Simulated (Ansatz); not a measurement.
Relaxation of the outer planes of the (311) surface of fcc Cu in its 1x1 cell, outermost plane spacing 1.09 Å in the ideal cut.

The numbers are results of PBE (plane waves to 420 eV, PAW; Ansatz, a quantum-chemistry and plane-wave program), not measurements.

Model: 10-atom slab, 9.9 Å thick at the start (thin: gaps and levels are the slab's own), 15x9x1 mesh, Fermi-Dirac 0.1 eV, dipole correction, all atoms relaxed; held to the part of the start's symmetry that mesh and held atoms allow; no spin, no spin-orbit, no U.

| plane | atoms | bulk spacing to the next (Å) | relaxed spacing (Å) | change (%) | rumpling (Å) |
|---|---|---|---|---|---|
| 1 | Cu | 1.094 | ? | ? | 0.00 |
| 2 | Cu | 1.094 | 1.136 | 3.8 | 0.00 |

Problem. What belongs in the gaps?

Solution. 
- 1, relaxed spacing (Å): 0.948
- 1, change (%): -13.4
